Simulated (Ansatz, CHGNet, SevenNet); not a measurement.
## How the volume per atom of L1₀ (CuAu-type) FePt moves with the method

No measured value is used here.

```
level (code)         value (Å³/atom)
-------------------  ---------------
CHGNet 0.3.0                   13.95
CHGNet-r²SCAN                  14.05
SevenNet-0                     14.05
LDA (Ansatz)                       …
PBE (Ansatz)                   14.02
PBEsol (Ansatz)                13.42
PBE-D3(BJ) (Ansatz)            13.61
PBE-D4 (Ansatz)                    …
rVV10 (Ansatz)                 14.32
r²SCAN (Ansatz)                    …
```

Problem. Complete the blanks.

Solution. 
- LDA (Ansatz, a first-principles code), value (Å³/atom): 13.03
- PBE-D4 (Ansatz), value (Å³/atom): 13.66
- r²SCAN (Ansatz), value (Å³/atom): 13.91

Spin-polarised runs: LDA (parallel moments), PBE (parallel moments), PBEsol (parallel moments), PBE-D3(BJ) (parallel moments), PBE-D4 (parallel moments), rVV10 (parallel moments), r²SCAN (parallel moments). Density-functional levels without +SOC have no spin–orbit coupling. CHGNet 0.3.0: the cell has another shape than the first-principles one, perhaps another minimum in the same group. Cutoffs differ between the levels. Ansatz's density-functional and Hartree–Fock values are scalar-relativistic unless marked +SOC, with PAW data made under PBE.

Machine-learned potentials (CHGNet 0.3.0, CHGNet-r²SCAN, SevenNet-0) are trained on DFT data: a solid inside that data is no test of them.
